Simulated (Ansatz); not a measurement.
Given:

```xyz
2
Lattice="0.0000 2.7801 2.7801 2.7801 0.0000 2.7801 2.7801 2.7801 0.0000" Properties=species:S:1:pos:R:3 pbc="T T T"
S      4.1702     4.1702     4.1702
Hg     0.0000     0.0000     0.0000
```

A single point on HgS with a change (pressure 15 GPa), its geometry relaxed with PBEsol.

Method: PBEsol (Ansatz, a quantum-chemistry and plane-wave program, PAW, spin-orbit coupling included). Settings: 10×10×10 k-points, 0.05 eV Fermi–Dirac smearing.

Predict the band gap and gap character.

The band gap is 0.06 eV and the gap character is indirect, K–Γ (94 % along) → Γ.

Single points use the geometry relaxed with PBEsol. Load acts through the strain it causes; cell and atoms are relaxed under it. Whether these cells are dynamically stable was not tested. Tetrahedral semiconductors of this kind turn to denser phases somewhere between about 1 and 50 GPa; those were not computed, so compressed cells here can lie past the real transition. The cell was made from HgS in the zinc blende structure (space group F-43m, No. 216) by this change: pressure 15 GPa. A zero or small gap of HgS can be the functional's error rather than a property of the material.
